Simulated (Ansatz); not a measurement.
```xyz
5
Lattice="3.8349 0.0000 0.0000 -1.9175 3.3211 0.0000 0.0000 0.0000 5.3686" Properties=species:S:1:pos:R:3 pbc="T T T"
La     0.0000     2.2141     1.2365
La     1.9175     1.1070     4.1320
O      0.0000     0.0000     0.0000
O      0.0000     2.2141     3.5392
O      1.9175     1.1070     1.8294
```

No spin polarisation.

Calculations: Kohn–Sham DFT with the r2SCAN functional, run in Ansatz (a first-principles code) with PAW and 500 eV plane waves, scalar-relativistic without spin-orbit coupling. Settings: 10×10×6 k-points, 0.05 eV Fermi–Dirac smearing.

Predict the electron mass, gap character and smallest direct gap.


- Electron mass = 1.1 mₑ along c, 1.0 mₑ across (at K)
- Gap character = indirect, L → K
- Smallest direct gap = 4.27 eV

Load acts through the strain it causes; cell and atoms are relaxed under it. Masses are band curvatures over ±0.01 Å⁻¹ around the edge. No phonon test of stability was made. Competing high-pressure phases were not computed. The cell was made from La₂O₃ (space group P-3m1, No. 164) by this change: pressure 30 GPa.
